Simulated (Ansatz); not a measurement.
# Carrier properties of ZnS (F-43m)

```xyz
2
Lattice="0.0000 2.6783 2.6783 2.6783 0.0000 2.6783 2.6783 2.6783 0.0000" Properties=species:S:1:pos:R:3 pbc="T T T"
Zn     0.0000     0.0000     0.0000
S      1.3391     1.3391     1.3391
```

Computed with PBE with spin-orbit coupling, rigid bands (plane waves, PAW; Ansatz, a program for electronic structure). How the cell was made: cell and atoms relaxed with PBEsol.

band gap: 2.21 eV
electron conductivity mass (300 K, dilute): 0.189 mₑ
hole conductivity mass (300 K, dilute): 0.86 mₑ
effective density of states N_c (300 K): 2.0e18 cm⁻³
effective density of states N_v (300 K): 5.2e19 cm⁻³
density-of-states mass, electrons: 0.184 mₑ
density-of-states mass, holes: 1.62 mₑ
Seebeck coefficient, n-type 1e19 cm⁻³, 300 K: -109 μV/K
Seebeck coefficient, p-type 1e19 cm⁻³, 300 K: 385 μV/K
best p-type power factor at 300 K for τ = 10 fs (best axis; densities from 1e16 to 1e21 cm⁻³ tried, whether or not they can be reached): 16.9 μW/(cm·K²) at 3e20 cm⁻³

Rigid bands; masses and Seebeck coefficients take one relaxation time τ for all states and one kind of carrier; polarons and phonon drag are left out. Geometry: cell and atoms relaxed with PBEsol.
